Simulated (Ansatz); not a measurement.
Start from Cu3N (space group Pm-3m, No. 221; a = 3.721 Å). Axes: x, y, z lie along the cube axes.

All numbers come from plane-wave PAW DFT at the LDA level (Ansatz, a program for electronic structure, 420 eV), without spin-orbit coupling.

Base values:

| Item | Value |
|---|---|
| Pressure | 0.0 GPa |

Perturbation: tensile biaxial strain of 2.50 % in the plane normal to [111], as in epitaxy on a mismatched substrate; the out-of-plane cell vector and the atoms relax.

Question: How does this affect the energy relative to the base and pressure?

Answer: The energy rises by 4.8 meV/atom; the pressure (mean of the normal stresses, compression positive) goes from zero to -1.6 GPa.

Stability against distortions was not tested. All final runs are without spin polarisation.
